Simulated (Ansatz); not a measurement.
Ansatz (a program for electronic structure), DFT, LDA, plane waves, its default PAW files: P3N5 (from the phase in space group 15, mp-567907) (N10P6), 16 atoms. Basis and mesh were picked for this test and aren't claimed converged.

```
Item                                                              Value
------------------------------  ---------------------------------------
cell                            5.00, 5.00, 9.16 Å; 110.6, 110.6, 71.6°
task                                                       single point
k mesh                                                            6×6×4
hamiltonian.xc                                                      lda
kind of files                                                       paw
scf.occupations.method                                      fermi_dirac
scf.occupations.width                                           0.05 eV
output.forces                                                      true
binding of workers (--pin)                                          off
k-point pools (--kpoint-pools)                                        1
memory maximum (--max-ram)                                         8GiB
accuracy                                               medium (default)
basis.precision                                          auto (default)
basis.xc_grid                                               1 (default)
scf.mixing.algorithm                                     auto (default)
scf.mixing.preconditioner                                auto (default)
scf.convergence.dr2_threshold                     1.95842e-07 (default)
scf.lower_state_search                                  light (default)
k-points after symmetry                                              47
bands at the start                                                   56
electrons                                                            80
plane waves at Γ                                                   3827
cutoff (eV)                                                         420
FFT grid                                                       36×36×64
symmetry operations                                                   4
```

One run each.

All on 4 threads. Base settings, kept where nothing else is said: scf.eigensolver.kind = auto (default), scf.eigensolver.mixed_precision = false (default), scf.eigensolver.cushion = auto (default), scf.eigensolver.full_accuracy = false (default), scf.algorithm = auto (default) (scf.eigensolver.max_subspace_factor, scf.eigensolver.real_solve not set). The settings tried:
- scf.eigensolver.kind = davidson
- scf.algorithm = density_mixing
- scf.eigensolver.kind = davidson, scf.eigensolver.mixed_precision = true
- scf.eigensolver.kind = davidson, scf.eigensolver.max_subspace_factor = 2
- scf.eigensolver.full_accuracy = true
- the base settings
- scf.algorithm = direct_min
- scf.eigensolver.mixed_precision = true
- scf.eigensolver.kind = davidson, scf.eigensolver.max_subspace_factor = 6
- scf.eigensolver.kind = davidson, scf.eigensolver.cushion = true
- scf.eigensolver.real_solve = false

Question: Which settings need the fewest applications of H to a band, which the most, and do any fail to converge?

Answer: Fewest applications of H to a band, with those close behind: scf.eigensolver.real_solve = false (49563); the base settings (49843); scf.algorithm = density_mixing (49843). Most among those that reach the base run's result: scf.eigensolver.full_accuracy = true (123320); scf.algorithm = direct_min (116095). All converged.

```csv
setting,applications of H to a band,"SCF iterations (all cycles of the run, searches included)",end
scf.eigensolver.real_solve = false,49563,8,converged
the base settings,49843,8,converged
scf.algorithm = density_mixing,49843,8,converged
"scf.eigensolver.kind = davidson, scf.eigensolver.max_subspace_factor = 6",61302,8,converged
scf.eigensolver.kind = davidson,61714,8,converged
"scf.eigensolver.kind = davidson, scf.eigensolver.cushion = true",61758,7,converged
"scf.eigensolver.kind = davidson, scf.eigensolver.mixed_precision = true",63806,8,converged
scf.eigensolver.mixed_precision = true,63806,8,converged
"scf.eigensolver.kind = davidson, scf.eigensolver.max_subspace_factor = 2",66659,8,converged
scf.algorithm = direct_min,116095,6,converged
scf.eigensolver.full_accuracy = true,123320,7,converged
```

An iteration's cost differs between solvers, so these counts don't give the time.

Keys are those of Ansatz 0.2.
